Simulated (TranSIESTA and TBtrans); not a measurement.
Device: Sn chain with one bond stretched by 0.3 Å. Leads: straight Sn chain, spacing 2.75 Å. Geometry: as built, not relaxed. Transport runs along z; the first 4 and the last 4 of the 14 atoms are the lead cells, repeated to infinity.

```xyz
14
Lattice="9.000 0.000 0.000 0.000 9.000 0.000 0.000 0.000 38.800" Properties=species:S:1:pos:R:3 pbc="F F T"
Sn     4.500     4.500     0.000
Sn     4.500     4.500     2.750
Sn     4.500     4.500     5.500
Sn     4.500     4.500     8.250
Sn     4.500     4.500    11.000
Sn     4.500     4.500    13.750
Sn     4.500     4.500    16.500
Sn     4.500     4.500    19.550
Sn     4.500     4.500    22.300
Sn     4.500     4.500    25.050
Sn     4.500     4.500    27.800
Sn     4.500     4.500    30.550
Sn     4.500     4.500    33.300
Sn     4.500     4.500    36.050
```

Run with TranSIESTA and TBtrans (open boundaries, self-consistent; PseudoDojo norm-conserving potentials, scalar-relativistic): PAO.BasisSize DZP, PAO.EnergyShift 0.15 eV, XC.Authors PBE, Mesh.Cutoff 200 Ry, ElectronicTemperature 300 K, TS.Voltage 0.0 eV, TBT.Elecs.Eta 0.001 eV, no spin polarisation.

Energies count from the leads' Fermi level. Transmissions are for one spin of a degenerate pair. The energy step is 0.01 eV; narrower resonances are cut or missed.

```
E (eV)     T
------  ----
-0.20   2.81
-0.15   2.83
-0.10   2.83
-0.05   2.84
0.00    2.84
0.05    2.84
0.10    2.83
0.15    2.83
0.20    2.82
```

**Question.** Give the zero-bias conductance in μS and the resistance at 300 K.

**Answer.** At the Fermi level T = 2.84. Averaged with −∂f/∂E over the full grid (kT = 25.9 meV) it is 2.84. With G0 = 2e²/h = 77.48 μS, G = 220 μS and R = 1/G = 4.55 kΩ.

**Question.** The eigenchannels at the Fermi level transmit 0.962, 0.938, 0.938. What Fano factor of the shot noise follows at low temperature and bias?

**Answer.** F = Σ τ(1 − τ)/Σ τ = 0.153/2.84 = 0.05.

The straight chain is held at its spacing; free chains may zigzag or dimerise. No spin-polarised start was tried, so a magnetic state, if there is one, is missed.
